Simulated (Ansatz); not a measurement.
Where the default PAW files enter, the runs use the earlier of Ansatz's two default sets.

```
CELL_PARAMETERS angstrom
      2.51783     0.00000     0.00000
      0.00000     2.51783     0.00000
      1.25892    -1.25892     1.78038
ATOMIC_POSITIONS crystal
  C  0.50000 0.50000 0.00000
  C  0.25000 0.25000 0.50000
```

Space group of this cell: Fd-3m, diamond. The cell is taken as given.

All values below come from r2SCAN (plane waves, PAW; Ansatz, an electronic-structure program).

The current runs along the normal of the first two printed vectors; no spin-orbit coupling. Scaled by the factor s: both lengths across the current (ions clamped). Meshes 16×16×16 and 12×12 across the current in all rows.

```json
[
 {"s": "0.98", "mean pressure (GPa)": "19.4", "slowest mid-gap decay constant κ (1/Å)": "0.290"},
 {"s": "1.00", "mean pressure (GPa)": "-0.2", "slowest mid-gap decay constant κ (1/Å)": "0.302"},
 {"s": "1.02", "mean pressure (GPa)": "-16.7", "slowest mid-gap decay constant κ (1/Å)": "?"}
]
```

Task: Take the slope of the slowest mid-gap decay constant κ against ln s from the two given rows, extrapolate to s = 1.02, and say what the run there gives.

Result: Slope = (0.290 − 0.302) / ln 0.98 = 0.594 1/Å. The line gives 0.302 + (0.594) × ln 1.02 = 0.314 1/Å. The run gives 0.312 1/Å, 0.002 1/Å under the line, 15 % of the predicted step.
